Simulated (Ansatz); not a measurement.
Take Mo in the bcc (W type) structure (space group Im-3m, No. 229; a = 3.112 Å; relaxed with 0.1 eV smearing) as the base. Axes: x, y, z lie along the cube axes.

All numbers come from Ansatz (a program for electronic structure) LDA, without spin-orbit coupling.

Now apply this change: a pure shear with ε_xy = ε_yx = 0.0143; the atoms relax in the strained cell.

Question: Predict the stress tensor and what it implies for the stiffness.

Answer: Stress of the strained cell less that of the base (GPa, compression positive):
```
    0.2    -3.1     0.0
   -3.1     0.2     0.0
    0.0     0.0     0.2
```

Then −Δσ/γ with γ = 2ε = 0.0286 gives secant stiffness values (nonlinear terms included at this strain): C66 ≈ 109 GPa.

As a check, the harmonic strain energy −½ V₀ Δσ:ε is 4.2 meV/atom; the computed energy rise is 4.2 meV/atom.

Stability against distortions was not tested. The final runs are not spin-polarised.
